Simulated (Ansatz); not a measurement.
Structures of equal composition on the (0001) surface of hcp Ru: a pseudomorphic layer of W in the host's stacking; a pseudomorphic layer of W in the other hollow. The slabs share one bottom face, and each structure is named by its start. These are constructed structures in small cells; real faces may alloy, dewet or reconstruct in larger ones, and not all known structures of the face are among them. Slabs of about 11 Å, Fermi-Dirac smearing of 0.1 eV. Bottom of the slabs: a bare face, its two planes held. Relaxed from the named starts with such symmetry as they have, on meshes of like density; energies extrapolated to zero smearing; spin only where a row says so; no spin-orbit coupling, no U. Brackets mark spin-polarised runs, whose order is one that fits the cell.

The numbers are results of PBE (plane waves to 420 eV, PAW; Ansatz, a first-principles code), not measurements.

Q: Rank these by energy per 1x1 cell (lowest first), as PBE gives it.

A: a pseudomorphic layer of W in the host's stacking (0.000 eV), a pseudomorphic layer of W in the other hollow (0.061 eV)
